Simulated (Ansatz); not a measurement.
Structures of equal composition on the (111) surface of fcc Cu: one row in 4 of the top plane missing; p(2x2), one Cu site of the top plane empty. The slabs share one bottom face, and each structure is named by its start. These are constructed structures in small cells; real faces may alloy, dewet or reconstruct in larger ones, and not all known structures of the face are among them. Slabs of about 11 Å, Fermi-Dirac smearing of 0.1 eV. Bottom of the slabs: a bare face, its two planes held. Relaxed from the named starts with such symmetry as they have, on meshes of like density; energies extrapolated to zero smearing; spin only where a row says so; no spin-orbit coupling, no U. Brackets mark spin-polarised runs, whose order is one that fits the cell. The cells differ, so small differences also carry the error of unlike k-meshes.

The numbers are results of PBE (plane waves to 420 eV, PAW; Ansatz, a program for electronic structure), not measurements.

Task: Rank these by energy per 1x1 cell (lowest first), as PBE gives it.

Result: one row in 4 of the top plane missing (0.00 eV), p(2x2), one Cu site of the top plane empty (0.05 eV)
